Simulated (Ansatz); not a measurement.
Consider this model of amorphous Si$_{24}$O$_{49}$Na$_{2}$.

```xyz
75
Lattice="10.1949 -0.0485 0.5005 -0.0485 10.5682 0.0072 0.5005 0.0072 10.5763" Properties=species:S:1:pos:R:3 pbc="T T T"
Si     3.5204     5.1474     8.0193
Si     3.9729     1.9202     7.9075
Si     9.3197     4.6543     4.3791
Si    10.1380     9.9630     0.7816
Si     2.6522     9.0663     1.3316
Si     1.7676     7.5206     6.9231
Si     2.9015     8.8364     4.5080
Si     5.7389     2.1322     2.5985
Si     5.6296     8.6034     5.5307
Si     8.1247     3.4573     1.8799
Si     1.9142     4.2550     3.0698
Si     9.3767     9.9074     6.4133
Si     0.7793     2.4661     0.9670
Si     5.2866     0.5974    10.5659
Si     5.0912     7.4144     0.6380
Si     5.5888     4.4733     1.1235
Si     8.5858     2.1360     6.0495
Si     2.2516    10.2583     6.8358
Si     9.5793     8.7431     8.8926
Si     8.0934     7.1707     5.9058
Si     5.8022     1.1815     5.3798
Si     7.2279     9.3085     0.4178
Si     5.9374     7.0372     7.9879
Si     2.8378     4.3722     0.1937
O      1.0776     8.9691     0.8709
O      8.3246     4.5573     3.0504
O      3.5331     7.7296     0.9847
O      2.5134     4.9682     1.6514
O      1.8539     7.8076     5.2780
O      1.2598     2.8012     2.4714
O      2.4375     6.0450     7.1611
O      0.5781     5.1865     3.3822
O      6.1046    10.1449     5.4394
O      9.1191     8.4355     5.6978
O      8.7760     2.3644     7.5822
O      6.7672     7.5472     5.0087
O      6.1561     8.4626     1.3177
O      3.0692     5.4496     9.5673
O     10.4466     7.5416     8.1267
O      5.0605     1.5763     1.2455
O      5.4693     6.0489     1.4378
O      8.6777     9.6541     7.8762
O      9.5122     3.1245     1.0789
O      7.3844     2.0951     2.4254
O      0.5684     0.8939     0.6876
O      6.7082    10.4287    10.2903
O      4.8047     1.4333     9.2449
O      8.9675     0.5846     5.5131
O      5.1453     1.3883     3.8881
O      2.5706     9.2070     2.9669
O      5.3855     3.7507     2.5846
O      0.7248    10.2458     6.3275
O      3.4802    10.2316     0.5180
O      7.4881     6.8568     7.4389
O      7.1389     4.0866     0.6696
O      4.8350     1.5953     6.5937
O      3.5548     3.5135     7.8546
O      8.5397     9.8737     1.2648
O      5.0344     5.6961     7.6703
O      4.9598     4.0440    10.6227
O      0.4064     9.7599     9.2426
O      3.0839    10.2009     5.4086
O      4.3902     8.1294     4.5573
O      2.6401     0.9670     7.7649
O      5.8221     7.3009     9.5967
O      5.3237     8.2840     7.1174
O      2.9670     4.1960     4.2146
O      8.7087     5.7905     5.3725
O      8.4438     8.2354     9.9619
O      2.5567     8.8103     7.5909
O      2.4032     3.0514    10.4939
O      7.0330     2.2134     5.4621
O      9.3947     3.2116     5.0895
Na     9.0484     3.4937     9.3178
Na     4.6845     5.5375     4.1231
```

The numbers are results of PBE, scalar-relativistic without spin-orbit coupling (plane waves to 420 eV, PAW; Ansatz, a quantum-chemistry and plane-wave program), not measurements.

The cell was made by melting and quenching with the CHGNet potential and then relaxed with DFT. O atoms were pushed apart under 1.9 Å during the dynamics, to hinder bonds among them. The hot cell started wider than the set density and was brought back towards it in steps. It is the lowest in DFT energy of 2 quenches. It is a model cell: composition and starting density were chosen by hand, and all elements were melted together. No dispersion term was used. Its density started from a set value of 2.21 and ended at 2.20 g/cm³. Cooling (nominally 320 K/ps over its main leg) ran many orders faster than in experiment, which tends to leave more defects and strain. One small periodic cell is one sample of the glass; other quenches scatter about these values. Volume and shape were free in the relaxation.

Bonds are counted up to Si-Si 2.60 Å, Si-O 1.90 Å, Si-Na 3.05 Å, O-O 1.58 Å, O-Na 2.78 Å, Na-Na 3.65 Å. Two cations that share two anions don't count as bonded, nor two that share one unless they lie closer than Si-Si 2.38 Å, Si-Na 2.96 Å, Na-Na 3.55 Å.

Question: Give the coordination numbers, mean bond lengths and angles.

Answer: 
- Mean coordination of Si by anions = 4.00 (24 with 4)
- Mean coordination of O = 2.08 (45 with 2, 4 with 3)
- Mean coordination of Na by anions = 3.00 (2 with 3)
- Mean Si-O bond = 1.640 Å (spread 0.024 Å, 96 counted)
- Mean O-Na bond = 2.398 Å (spread 0.198 Å, 6 counted)
- Bond angle at Si = mean 109.4°, spread 5.1°
- Bond angle at O = mean 133.9°, spread 18.3°
- Bond angle at Na = mean 113.6°, spread 31.9°

Question: Which atoms depart from the most common coordination of their element?

Answer: O43 has 3 (Si10 1.64 Å, Si13 1.67 Å, Na74 2.55 Å); O51 has 3 (Si16 1.64 Å, Si8 1.66 Å, Na75 2.46 Å); O55 has 3 (Si16 1.66 Å, Si10 1.68 Å, Na74 2.46 Å); O63 has 3 (Si9 1.65 Å, Si7 1.65 Å, Na75 2.64 Å).

Question: List the pairs of like atoms that count as bonded by the rules above.

Answer: There are none by these rules.
